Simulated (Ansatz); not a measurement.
# Ti: response to strain

The parent structure is Ti in the hcp (Mg type) structure (space group P6_3/mmc, No. 194; relaxed with 0.1 eV smearing).

```cif
data_Ti2
_chemical_formula_sum 'Ti2'
_space_group_name_H-M_alt 'P 1'
_space_group_IT_number 1
_cell_length_a 2.86439
_cell_length_b 2.86439
_cell_length_c 4.53728
_cell_angle_alpha 90.000
_cell_angle_beta 90.000
_cell_angle_gamma 120.000
loop_
_space_group_symop_operation_xyz
  'x, y, z'
loop_
_atom_site_label
_atom_site_type_symbol
_atom_site_fract_x
_atom_site_fract_y
_atom_site_fract_z
_atom_site_occupancy
Ti1 Ti 0.66667 0.33333 0.75000 1
Ti2 Ti 0.33333 0.66667 0.25000 1
```

Strains are applied to the cell and any free atomic positions relax.

Method: LDA (Ansatz, an electronic-structure program, PAW, spin-orbit coupling left out).

Notes on the quantities. energy relative to the base: free energy F.

```tsv
isotropic strain (%)	energy relative to the base (meV/atom)
-3	55.4
-2	24.0
-1	?
-0.5	1.4
0	0.0
0.5	1.4
1.5	12.4
2.5	33.5
3	47.7
```

### Question
Fit ΔE = Aε² + Bε³ (ε in %) to the rows shown and predict the withheld row.

### Answer
Least squares on the printed values gives A = 5.72 and B = -0.14 meV/atom (largest residual 0.0 meV/atom); this predicts 5.9 meV/atom, and the run gives 5.9 meV/atom, in agreement.

Whether these cells are dynamically stable was not tested. All final runs are without spin polarisation.
